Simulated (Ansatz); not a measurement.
## What x(Pt) = 0.75, 4 atoms, P4/mmm does to Au

The parent structure is Au in the fcc (Cu type) structure (space group Fm-3m, No. 225; a = 4.124 Å).

The other end (x = 1) is Pt in the fcc (Cu type) structure (space group Fm-3m, No. 225): 15.29 Å³/atom, gap zero.

Now apply this change: a fraction x = 0.75 of the Au sites is given to Pt, ordered in a cell of 4 atoms (starting symmetry P4/mmm) and fully relaxed.

Method: r2SCAN, PAW, 500 eV (Ansatz, a quantum-chemistry and plane-wave program; no spin-orbit coupling), earlier PAW set. k-mesh 16×16×6 (Γ-centred); smearing 0.05 eV (Fermi–Dirac), for the changed cell.

The density increases by 1.88 g/cm³, from 18.65 g/cm³ to 20.53 g/cm³ and the shortest interatomic distance decreases by 0.1435 Å (2.916 Å → 2.773 Å). The band gap is still zero and the mixing energy is +0.04 eV/atom (to 0.01 eV only: unlike meshes or grids). The deviation of the volume from the linear (Vegard-type) interpolation is -0.2 %.

Final structure:

```
CELL_PARAMETERS angstrom
      2.80761     0.00000     0.00000
      0.00000     2.80761     0.00000
      0.00000     0.00000     8.02667
ATOMIC_POSITIONS crystal
  Pt 0.00000 0.00000 0.00000
  Pt 0.50000 0.50000 0.75888
  Au 0.00000 0.00000 0.50000
  Pt 0.50000 0.50000 0.24112
```

Cost of the whole job for the changed cell (relaxation, final SCF and bands): about 9 core-minutes (a rough figure).

Each cell is one ordered arrangement of few atoms, which overstates ordering effects compared with a random alloy. No phonon test of stability was made. All final runs are without spin polarisation. An odd electron count without spin: Pt3Au. Pt3Au has a high density of states at the Fermi level and may be magnetic at this level.
